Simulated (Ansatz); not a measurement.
Terminations of the (111)A surface of zinc-blende GaSb (Ga plane on top), measured from the surface '2x2 with 3 H on 4 top atoms'. Atoms come from or go to: Al: fcc Al, Cl: ½ Cl2(g), F: ½ F2(g), Ga: alpha gallium, H: ½ H2(g), In: tetragonal indium, N: ½ N2(g), Sb: rhombohedral Sb. ΔE is the energy of forming the row's surface from that one (negative: more stable at these reservoirs); the vacuum level's shift is aligned on the shared bottom. No zero-point or thermal terms. These are constructed structures in small cells; real faces may alloy, dewet or reconstruct in larger ones, and not all known structures of the face are among them. Slabs of about 15 Å with all that they carry, Fermi-Dirac smearing of 0.025 eV. Bottom of the slabs: H caps. Relaxed from the named starts with such symmetry as they have, on meshes of like density; energies extrapolated to zero smearing; no spin-orbit coupling, no U. Spin-polarised runs, if any, are marked in brackets, and their order is one that fits the cell; the others ran without spin. A dash marks a value that is undefined for that row (no clear gap, or no work function of a gapped slab) or was not read reliably on its mesh.

The numbers are results of PBE (plane waves to 420 eV, PAW; Ansatz, a program for electronic structure), not measurements.

```
surface                                            atoms added per 1x1  ΔE per 1x1 (eV)  slab gap (eV)  shift of the vacuum level (eV)  work function (eV)
-------------------------------------------------  -------------------  ---------------  -------------  ------------------------------  ------------------
2x2 Al adatom at T4 (3 Al–Ga bonds formed)           +0.25 Al, -0.75 H             0.42              –                           -0.56                   –
NH2 on every top atom [spin start, no net moment]        +1.25 H, +1 N            -0.84              –                           -0.08                   –
2x2 Ga vacancy                                       -0.25 Ga, -0.75 H             0.11              –                           -0.71                   –
2x2 Al adatom at H3                                  +0.25 Al, -0.75 H             0.44              –                           -0.74                   –
Cl on every top atom [spin start, no net moment]        +1 Cl, -0.75 H            -1.69              –                            1.93                6.93
Ga trimer, 2x2                                       +0.75 Ga, -0.75 H                …              –                           -0.70                3.98
2x2 with 3 Cl on 4 top atoms                         +0.75 Cl, -0.75 H            -1.32           0.30                            1.50                   –
2x2 with 3 F on 4 top atoms                           +0.75 F, -0.75 H            -2.44           0.29                            2.17                   –
2x2 Sb adatom at T1 (2 Ga–Sb bonds formed)           -0.75 H, +0.25 Sb             0.25              –                           -0.28                   –
H on every top atom [spin start, no net moment]                +0.25 H                …              –                            0.54                5.61
2x2 In adatom at T4                                  -0.75 H, +0.25 In             0.30              –                           -0.69                4.18
Sb trimer, 2x2                                       -0.75 H, +0.75 Sb                …           0.24                           -0.06                   –
```

**Question.** Complete the blanks.

**Answer.** 
- Ga trimer, 2x2, ΔE per 1x1 (eV): 0.65
- H on every top atom [spin start, no net moment], ΔE per 1x1 (eV): 0.05
- Sb trimer, 2x2, ΔE per 1x1 (eV): -0.04
